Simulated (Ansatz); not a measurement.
A self-consistent single point of the (001) slab of La2O3 (cut from a parent of space group no. 164; 10 atoms in the cell) with Ansatz (an electronic-structure program).

Level of theory: PBE (plane waves, PAW; Ansatz).

The change in words: vacuum of 3 angstrom (first run: 14 Å). Reference geometry:
```xyz
10
Lattice="3.9597 0.0000 0.0000 -1.9799 3.4292 0.0000 0.0000 0.0000 24.5101" Properties=species:S:1:pos:R:3 pbc="T T T"
La     0.0000     2.2861    10.6964
La     1.9799     1.1431     7.6530
O      0.0000     0.0000     9.1747
O      0.0000     2.2861     7.0000
O      1.9799     1.1431    11.3494
La     0.0000     2.2861    16.8570
La     1.9799     1.1431    13.8137
O      0.0000     0.0000    15.3354
O      0.0000     2.2861    13.1606
O      1.9799     1.1431    17.5101
```

Reference input (self-consistent single point, DFT, PBE, plane waves, default PAW files): basis.ecutwfc = 420 eV; kpoints.mp_grid.grid = 7 7 1; hamiltonian.xc = pbe; hamiltonian.pseudopotentials = {kind: paw} (the program's default PAW files); scf.occupations.method = fermi_dirac; scf.occupations.width = 0.05 eV. This run's input differs from it in these lines:

Ansatz 0.2 input:
```diff
@@ -5,14 +5,14 @@
     - [-1.979850, 3.429201, 0.000000]
-    - [0.000000, 0.000000, 24.510114]
+    - [0.000000, 0.000000, 13.510133]
   atoms:
-    - { symbol: La, position: [0.333333, 0.666667, 0.436408] }
-    - { symbol: La, position: [0.666667, 0.333333, 0.312238] }
-    - { symbol: O, position: [0.000000, 0.000000, 0.374323] }
-    - { symbol: O, position: [0.333333, 0.666667, 0.285596] }
-    - { symbol: O, position: [0.666667, 0.333333, 0.463050] }
-    - { symbol: La, position: [0.333333, 0.666667, 0.687757] }
-    - { symbol: La, position: [0.666667, 0.333333, 0.563592] }
-    - { symbol: O, position: [0.000000, 0.000000, 0.625677] }
-    - { symbol: O, position: [0.333333, 0.666667, 0.536946] }
-    - { symbol: O, position: [0.666667, 0.333333, 0.714404] }
+    - { symbol: La, position: [0.333333, 0.666667, 0.384631] }
+    - { symbol: La, position: [0.666667, 0.333333, 0.159362] }
+    - { symbol: O, position: [0.000000, 0.000000, 0.271997] }
+    - { symbol: O, position: [0.333333, 0.666667, 0.111028] }
+    - { symbol: O, position: [0.666667, 0.333333, 0.432965] }
+    - { symbol: La, position: [0.333333, 0.666667, 0.840629] }
+    - { symbol: La, position: [0.666667, 0.333333, 0.615369] }
+    - { symbol: O, position: [0.000000, 0.000000, 0.728003] }
+    - { symbol: O, position: [0.333333, 0.666667, 0.567028] }
+    - { symbol: O, position: [0.666667, 0.333333, 0.888972] }
 basis:
```

Output (repeated stretches shortened):

```
SCF iter   1: F=—  HF=-28423.261610 eV  |F-HF|=—  |Δ(HF+E_count)|=         —  Δρ=2.89e-3  dr2=1.75e-2  ethr=1.77e-3  ⟨swp⟩=6.6  Hψ=1813  notcnv=0
all-band conjugate gradients solve this SCF's bands
preconditioner: auto → Resta (q_TF=auto, 2.376 Å⁻¹)
SCF iter   2: F=—  HF=-28423.262147 eV  |F-HF|=—  |Δ(HF+E_count)|=   5.37e-4  Δρ=1.72e-3  dr2=3.78e-3  ethr=2.19e-5  ⟨swp⟩=3.0  Hψ=859  notcnv=0  defer=27
   [... lines left out ...]
SCF iter   6: F=—  HF=-28423.263279 eV  |F-HF|=—  |Δ(HF+E_count)|=   1.03e-4  Δρ=6.03e-5  dr2=6.82e-6  ethr=2.47e-8  ⟨swp⟩=2.1  Hψ=659  notcnv=0  defer=34
SCF iter   7: F=—  HF=-28423.263280 eV  |F-HF|=—  |Δ(HF+E_count)|=   1.87e-6  Δρ=1.07e-5  dr2=3.22e-7  ethr=8.53e-9  ⟨swp⟩=2.0  Hψ=593  notcnv=0  defer=34
SCF iter   8: F=—  HF=-28423.263281 eV  |F-HF|=—  |Δ(HF+E_count)|=   8.18e-7  Δρ=1.18e-5  dr2=2.43e-7  ethr=1.25e-10  ⟨swp⟩=20.5  Hψ=2505  notcnv=0
SCF iter   9: F=-28423.263281 eV  HF=-28423.263281 eV  |F-HF|=1.51e-8  |Δ(HF+E_count)|=   3.32e-8  Δρ=2.15e-6  dr2=9.90e-9  ethr=1.25e-10  ⟨swp⟩=3.0  Hψ=1589  notcnv=0
SCF 1 converged in 9 iterations: F = -28423.263281 eV  dr2 = 9.90e-9
Free energy (F): -28423.263281 eV
Internal energy: -28423.263281 eV  (E = F + TS)
E sigma→0 (E₀):  -28423.263281 eV
Fermi energy:    10.038547 eV
--- Forces (eV/Å), atoms counted from 1 ---
  atom   1  La     0.00000000     0.00000000    -0.02229521
  atom   2  La    -0.00000000    -0.00000000    -0.59881988
  atom   3  O      0.00000000     0.00000000     0.08245944
  atom   4  O      0.00000000    -0.00000000     0.13335941
  atom   5  O      0.00000000     0.00000000     0.04736035
  atom   6  La     0.00000000     0.00000000     0.59881988
  atom   7  La     0.00000000    -0.00000000     0.02229521
  atom   8  O      0.00000000    -0.00000000    -0.08245944
  atom   9  O      0.00000000    -0.00000000    -0.04736035
  atom  10  O      0.00000000     0.00000000    -0.13335941
--- Stress (GPa, compression-positive) ---
       -5.251736      -0.000000       0.000000
        0.000000      -5.251736       0.000000
        0.000000       0.000000      -1.859254
  P = ⅓ Tr σ = -4.1209 GPa (-41.209 kbar)
  The stress holds the Pulay correction. Without it, at fixed plane waves, as pw.x and ABINIT print it: P = -4.5110 GPa
```

The run converged in 9 iterations. Against the reference run the free energy falls by 26.0 meV/atom, the largest force goes from 0.319 to 0.599 eV/Å and the gap on the mesh goes from 3.978 to 3.898 eV.

The starting cell has typed, rounded lattice constants, without a prior relaxation at this level. The slab is cut from that crystal, and its faces are unrelaxed. Its lattice was rescaled by up to half a per cent. Spin polarisation is off, though cut faces can carry moments; a gap of a slab can lie between surface states.
